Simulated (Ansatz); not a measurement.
## Free linear chain of Pd atoms

All values below come from PBE (plane waves to 420 eV, PAW; Ansatz, an electronic-structure program). Mesh 1×1×60. Collinear spin, started with parallel moments, and moments remain. Periodic along z alone, with about 11 Å of vacuum beside it. A hypothetical model. Only distortions within the start's symmetry and period were free. Pairing along the axis, which can open a gap, is among the distortions not tried. Fermi–Dirac width 0.02 eV.

| Quantity | Value |
|---|---|
| period along the axis (2 atoms) | 4.888 Å |
| net spin moment | 1.40 μB a period |
| PBE gap | none (under 0.01 eV) |
| work function (PBE) | 5.37 eV |

```
CELL_PARAMETERS angstrom
     11.00000     0.00000     0.00000
      0.00000    11.00000     0.00000
      0.00000     0.00000     4.88795
ATOMIC_POSITIONS crystal
  Pd 0.50000 0.50000 0.00000
  Pd 0.50000 0.50000 0.50000
```
